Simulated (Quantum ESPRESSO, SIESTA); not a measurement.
## Equation of state of Cu3Au-type Al3Sc (space group 221): energy against volume (SIESTA, LDA)

```
CELL_PARAMETERS angstrom
      3.94054     0.00000     0.00000
      0.00000     3.94054     0.00000
      0.00000     0.00000     3.94054
ATOMIC_POSITIONS crystal
  Sc 0.00000 0.00000 0.00000
  Al 0.00000 0.50000 0.50000
  Al 0.50000 0.00000 0.50000
  Al 0.50000 0.50000 0.00000
```

Computed with SIESTA with LDA PW92, numerical atomic orbitals DZP, PseudoDojo LDA standard norm-conserving potentials (rewritten from UPF to PSML). Settings: XC.functional = LDA; XC.authors = PW92; potentials = PseudoDojo LDA standard; PAO.BasisSize = DZP; PAO.EnergyShift = 0.005 Ry; MeshCutoff = 455 Ry; kgrid.MonkhorstPack = 15 15 15; OccupationFunction = FD; ElectronicTemperature = 0.05 eV; MaxSCFIterations = 150; SCF.Mixer.Method = Pulay; SCF.Mixer.Weight = 0.25; SCF.Mixer.History = 6; SCF.DM.Tolerance = 1.0E-04. The cell above is the first row's. The rows scale it uniformly. In all rows fractional positions and the k mesh are held. E is the free energy at the stated smearing, counted from the lowest row.

| V (Å^3/atom) | E (meV/atom) |
|---|---|
| 15.297 | 21.50 |
| 15.630 | 9.37 |
| 15.962 | 2.40 |
| 16.295 | 0.00 |
| 16.627 | 1.78 |
| 16.960 | 7.33 |
| 17.292 | 16.30 |
| 17.625 | 28.36 |
| 17.957 | ? |

Fit E of the 8 rows that show it with the third-order Birch-Murnaghan form, a cubic in V^(-2/3). With u = V^(-2/3) - 0.155, the rows have u = 0.007279, 0.004966, 0.002740, 0.000584, -0.001494, -0.003510, -0.005456, -0.007345. Least squares gives E = 0.095 - 433.02·u + 464208·u² - 107194·u³. Residuals (row less fit): 0.003, -0.009, 0.009, 0.000, 0.002, -0.009, 0.007, -0.002; standard error 0.009 (degrees of freedom: 4). Its minimum lies at u = 0.000466, so V0 = (0.155466)^(-3/2) = 16.31. There d²E/du² = 928100 and d³E/du³ = -643200, so B0 = (4/9) × 16.31^(-7/3) × 928100 × 0.160218 = 97.9 GPa (the last factor turns the table's units into GPa), and B0' = 4 + (2/3) × 0.155466 × (-643200)/928100 = 3.9. The program's pressures in the fitted runs (not shown) pass through zero at V = 16.31, 0.00 % from this V0.

What does the fit predict for E at V = 17.957, and how far is the calculated value from it?

u = -0.009171, so E = 0.095 - 433.02 × (-0.009171) + 464208 × (-0.009171)² - 107194 × (-0.009171)³ = 43.192 meV/atom. The calculation gives 43.23 meV/atom, 0.038 meV/atom above the prediction (0.1 % of the range of E in the table). The row lies outside the fitted rows, so this is an extrapolation. From the scatter of the fitted rows alone, a prediction at this place has a standard error of 0.021 meV/atom, so the miss is 1.8 times that.

Carrying the step between the two nearest rows on in a straight line would have given 40.38, off by 2.85; series whose last step already gives the withheld value aren't shown. The scan was laid around a cell of about the measured size, scaled by a guess for this functional. The runs keep the symmetry of the cell, so they don't test it for distortions. A plane-wave scan with the same functional (Quantum ESPRESSO, GBRV) gives V0 = 16.36 Å^3/atom and B0 = 96.7 GPa; a Birch-Murnaghan fit to all rows here lies -0.3 % from it in V0 and 1 % in B0; the two differ in basis, and may differ in potentials and mesh. Values carry the incompleteness of an atom-centred basis. Cutoffs and mesh are single choices, not tested for convergence of this quantity. Series with a scatter that would blur these digits, or in which a gap closes, are not shown. Nor are scans whose minimum lies at an end fitted in this form.
